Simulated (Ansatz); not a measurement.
Migration barriers: interstitial O in monoclinic ZrO2 strained by +1.5 % along x and y, z held, charge state -2

System: interstitial O in monoclinic ZrO2 strained by +1.5 % along x and y, z held (charge state -2). All values below come from PBE, PAW (plane waves to 420 eV; Ansatz, an electronic-structure program).

Settings: 96 host sites, the strained lattice (strain from the relaxed PBE one, atoms relaxed), the Γ point alone, smearing 0.01 eV, spin-restricted, no image-charge correction. Static, classical nuclei. The charge state is imposed; whether it is stable for some Fermi level was not computed. Sites that were not tried may lie lower.

Barriers: single points on a 2×2×2 k-point mesh shifted by half a step at the bands' geometries.

| Route | Start site over the lowest site run (eV) | Hop (Å) | Forward barrier (eV) | Backward barrier (eV) | Neighbours at the start | Neighbours at the saddle | Saddle order | Forward, on the band's own sampling (eV) |
|---|---|---|---|---|---|---|---|---|
| a concerted move, in which O travels most | 0.00 | 1.55 | 0.42 | 0.42 | O at 2.36, O at 2.40, O at 2.54, 2 O at 2.66; Zr at 2.09, Zr at 2.15, Zr at 2.17 Å | 2 O at 2.47, 2 O at 2.50; 2 Zr at 1.99 Å | not checked, on a symmetry element | 0.40 |
| a concerted move, in which O travels most | 0.31 | 2.78 | 0.67 | 0.97 | O at 2.31, O at 2.61; Zr at 2.07, Zr at 2.16, Zr at 2.36, Zr at 2.43 Å | O at 2.35, O at 2.39, O at 2.42, O at 2.56, O at 2.66, O at 2.69; Zr at 2.15, Zr at 2.18, Zr at 2.47, Zr at 2.58 Å | not checked | 0.65 |

Paths come from CI-NEB runs.  A band can be held on a symmetry element, so unchecked saddle points there may be too high. A further band (a concerted move, in which O travels most, 2.21 Å) gave 0.084 eV forward on its own sampling, 0.40 eV above the lowest site run, but the program raised a doubt about its electronic state, so it is not taken as a result. A further band (a concerted move, in which O travels most, 0.83 Å) gave 0.019 eV forward on its own sampling, 0.34 eV above the lowest site run, but one of its ends is hardly a minimum (the way back has under 0.02 eV), so it is not taken as a result.

The whole set of runs took about 5 core-hours (a rough figure).
